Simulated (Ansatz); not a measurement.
**What Zr → Mo does to SrZrO3**

The parent structure is SrZrO3 in the cubic perovskite structure (space group Pm-3m, No. 221; a = 4.1299 Å).

The change: every Zr is replaced by Mo; the structure is relaxed again.

All numbers come from DFT with PBEsol, PAW potentials and a 420 eV plane-wave cutoff in Ansatz (a quantum-chemistry and plane-wave program), no spin-orbit coupling. k-mesh 12×12×12 (Γ-centred); smearing 0.05 eV (Fermi–Dirac), for the changed cell.

```
quantity                                  base          changed        shift
-----------------------------  ---------------  ---------------  -----------
volume per atom                       14.09 Å³         12.33 Å³     -1.76 Å³
density                             5.35 g/cm³       6.24 g/cm³  +0.89 g/cm³
lattice parameter a                    4.130 Å          3.950 Å     -0.180 Å
space group                    Pm-3m (No. 221)  Pm-3m (No. 221)            –
shortest interatomic distance          2.065 Å          1.975 Å     -0.090 Å
band gap                               3.31 eV             zero            –
```

Final structure:

```
CELL_PARAMETERS angstrom
      3.95031     0.00000     0.00000
      0.00000     3.95031     0.00000
      0.00000     0.00000     3.95031
ATOMIC_POSITIONS crystal
  Sr 0.50000 0.50000 0.50000
  Mo 0.00000 0.00000 0.00000
  O  0.00000 0.50000 0.00000
  O  0.50000 0.00000 0.00000
  O  0.00000 0.00000 0.50000
```

No phonon test of stability was made. For SrMoO3 in this form, whether it has been made was not checked. No Hubbard U is applied, and correlation can decide whether such a compound is a metal. All final runs are without spin polarisation. Many cubic perovskites are stable only at high temperature; tilts and polar distortions were not tested.
